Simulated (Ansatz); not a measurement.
Rh: stress against strain

Rh (fcc, Fm-3m, 13.735 Å³/atom at rest) under an equal strain ε in the (001) plane with the normal axis free, as in a coherent film. r2SCAN in Ansatz, a plane-wave DFT program (PAW, default set), 500 eV, 30×30×30 Γ-centred mesh, Fermi-Dirac smearing 0.10 eV; ions are relaxed within the symmetry of each cell. Stress is positive for a compressed cell.

Here s stands for strain and y for stress xx.

| strain (%) | stress xx (GPa) |
|---|---|
| -3.00 | ? |
| -1.50 | 7.52 |
| -1.00 | 4.89 |
| -0.50 | 2.38 |
| 0.00 | 0.00 |
| 0.50 | -2.26 |
| 1.00 | -4.38 |
| 1.50 | -6.39 |

The 7 complete rows are fitted with a straight line, y against s. Means: s 0, y 0.251. About the means, the sum of products is -32.455 and the sum of squares of s is 7.0000; the slope is their ratio. Least squares gives y = 0.251 - 4.6364·s. Residuals (row less fit): 0.314, 0.003, -0.189, -0.251, -0.193, 0.005, 0.314; standard error 0.258 (degrees of freedom: 5). The slope gives the biaxial elastic modulus of this plane = 464 ± 10 GPa.

Task: Estimate the missing y (s = -3.00); what did the run itself give?

Result: y = 0.251 - 4.6364 × (-3.0) = 14.160 GPa. The calculation gives 16.18 GPa, 2.020 GPa above the prediction (8.9 % of the range of y in the table). The row lies outside the fitted rows, so this is an extrapolation. From the scatter of the fitted rows alone, a prediction at this place has a standard error of 0.402 GPa, so the miss is 5.0 times that.

One order more, fitted to all 13 runs of the series, follows each within 0.01, so the miss is the next term of a smooth law. In a metal these values are sensitive to mesh and smearing; energies are taken to zero smearing, stresses follow the free energy. Rows are the converged runs of the series near zero and its far end; series whose fitted rows scatter by over a few per cent of the range, as at a crossing or softening among them, aren't shown in this form. Most that stay on the fit to the last digits aren't either.
